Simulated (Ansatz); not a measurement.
Base system: Ni in the diamond structure (space group Fd-3m, No. 227; a = 5.007 Å; ferromagnetic; a hypothetical phase, not in the database extracts checked). Axes: x, y, z lie along the cube axes.

Level of theory: PBEsol/PAW in Ansatz (an electronic-structure program), no spin-orbit coupling.

Before the change:

| Property | Value |
|---|---|
| Magnetic state | ferromagnetic |
| Largest site moment | 0.83 μB |
| Shortest interatomic distance | 2.168 Å |

Modification: a free-standing slab of 7 layers (14 atoms, 2 a layer) is cut normal to [110], with 15 Å of vacuum and the in-plane cell held at bulk.

Predict the new excess energy per area of both faces, magnetic state, largest site moment, change of the spacing d23 from its bulk value of 1.770 Å and shortest interatomic distance.

The excess energy per area of both faces (slab less bulk energy over the cell's area: twice a surface energy) is 2.7 J/m² (uncertain by up to 0.1 J/m²); the magnetic state is still ferromagnetic; the largest site moment goes up by 0.07 μB (0.83 μB → 0.90 μB); the change of the spacing d23 from its bulk value of 1.770 Å comes out as +1.1 %; the shortest interatomic distance goes up by 0.003 Å (2.168 Å → 2.171 Å).

Other magnetic orders, which the real material may have, were not ruled out. Slab and bulk use different k-meshes, which limits the precision of the excess energy. Whether these cells are dynamically stable was not tested.
